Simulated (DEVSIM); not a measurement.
Device: abrupt GaSb n-p junction, at 300 K.

Layer 1 from the left is GaSb, thickness (μm) 17.0, Nd (cm⁻³) 5.3e16, τn (s) 6.4e-8, τp (s) 6.4e-8. Layer 2 from the left is GaSb, thickness (μm) 52.0, Na (cm⁻³) 2.5e15, τn (s) 6.4e-8, τp (s) 6.4e-8.

Left contact: ohmic. Right contact: ohmic. Voltage is applied to the left contact. Recombination: SRH at mid-gap. Mobility is μmin + (μ − μmin)/(1 + (N/Nref)^α).

The device is made up for the run: typed textbook-type constants, with dimensions and the other settings drawn at random. Values at 300 K.

GaSb: gap (eV) 0.726, affinity (eV) 4.06, permittivity 15.7, Nc (cm⁻³) 2.1e17, Nv (cm⁻³) 1.8e19, μn (cm²/Vs) 5000, μp (cm²/Vs) 850, μn,min 1000, μp,min 190, Nref,n 2.8e17, Nref,p 9e17, αn 1.05, αp 0.65.

Simulated with DEVSIM: 1D drift-diffusion, Boltzmann statistics, complete ionisation; no tunnelling, impact ionisation, image-force lowering or self-heating.

Dark forward current:

```csv
|V| (V),|J| (A/cm²)
0.05,7.761e-5
0.10,0.0004759
0.15,0.002864
0.20,0.01823
0.25,0.1178
0.30,0.6827
0.35,2.826
0.40,8.058
0.45,18.17
0.50,35.52
0.55,62.75
0.60,102.3
0.65,156.0
0.70,224.9
0.75,309.3
0.80,409.1
0.85,524.3
0.90,654.6
0.95,799.8
1.00,959.6
1.05,1134
1.10,1322
1.15,1525
1.20,1742
```

### Question
Work out the local ideality factor n = ΔV / (kT/q · ln(J2/J1)) between the rows 0.15 and 0.20 V, 0.20 and 0.25 V, 1.15 and 1.20 V.

### Answer
kT/q = 25.85 mV. From 0.15 to 0.20 V: ln(0.01823/0.002864) = 1.851, n = 1.05, near the 1 of diffusion or emission over a barrier. From 0.20 to 0.25 V: ln(0.1178/0.01823) = 1.866, n = 1.04, near the 1 of diffusion or emission over a barrier. From 1.15 to 1.20 V: ln(1742/1525) = 0.133, n = 14.54.

### Question
Estimate the current at 0.20 V from the Shockley equation with J0 = Σ q ni² D/(N L) coth(W/L), τ joining the SRH, radiative and Auger lifetimes that are on, and W taken as the whole layer.

### Answer
ni² = 2.40e24 cm⁻⁶; holes in the n layer: μ = 760 cm²/Vs, D = 19.6 cm²/s, τ = 6.40e-8 s, L = 11.2 μm, W/L = 1.5, term 1.40e-7 A/cm²; electrons in the p layer: μ = 4970 cm²/Vs, D = 129 cm²/s, τ = 6.40e-8 s, L = 28.7 μm, W/L = 1.8, term 7.27e-6 A/cm². J0 = 7.41e-6 A/cm², and J = J0 exp(qV/kT) = 0.0170 A/cm². The simulation gives 0.0182 A/cm²; the estimate lies 6.8 % below. The estimate leaves out recombination in the depletion region and that region's share of W.
